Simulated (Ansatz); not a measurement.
System: interstitial N in beta Si3N4 (charge state -1). The step: a concerted move, in which N travels most; the atom moves 0.96 Å along (0.03, -0.10, 0.14) of the unit cell; the moving atom starts with neighbours N at 1.59; Si at 1.75, Si at 1.86, Si at 2.00 Å and ends with N at 1.56; Si at 1.67, Si at 1.77 Å. DFT values are from Ansatz (plane-wave PAW, 420 eV unless said) in a cell of 84 host sites, spin-restricted, static, with no finite-size correction. The charge state is imposed; whether it is stable for some Fermi level was not computed. Sites that were not tried may lie lower. For the PBE band: the saddle point's order was not checked.

```json
[
 {"Level": "CHGNet universal potential (has no charge state), its own band", "Forward barrier (eV)": "0.02", "Cost of the band or of the saddle's single point": "-"},
 {"Level": "PBE, the Γ point alone, band relaxed", "Forward barrier (eV)": "0.28", "Cost of the band or of the saddle's single point": "about 6 core-minutes (a rough figure)"},
 {"Level": "PBE, a 2×2×2 k-point mesh shifted by half a step along c, same geometries", "Forward barrier (eV)": "0.29", "Cost of the band or of the saddle's single point": "roughly 50 core-seconds"},
 {"Level": "r2SCAN at 500 eV, the Γ point alone, same geometries", "Forward barrier (eV)": "0.27", "Cost of the band or of the saddle's single point": "very roughly 30 core-seconds"}
]
```

Ansatz is a program for electronic structure.
